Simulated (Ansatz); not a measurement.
The starting structures come from a database of crystals and need not be the phases stable at ambient conditions.

By PBEsol, the system below comes out a metal.

A figure of merit of an interconnect metal is its ballistic conductance per area.

Data:

```xyz
2
Lattice="4.5593 0.0000 0.0000 -2.2797 3.9485 0.0000 2.2797 1.3162 1.8613" Properties=species:S:1:pos:R:3 pbc="T T T"
Al     0.0000     0.0000     0.0000
Au     0.0000     2.6323     0.9307
```

The cell is taken as given; by PBEsol it stands under a pressure of -5.0 GPa.

The current flows along the normal of the first two printed cell vectors, the (111) plane of the conventional cell. No spin-orbit coupling; the value is a mean over 0.1 eV about the Fermi level.

Give the ballistic conductance per area that PBEsol (Ansatz, a program for electronic structure) yields.

1.0 × 10¹⁵ S/m² for both spins.
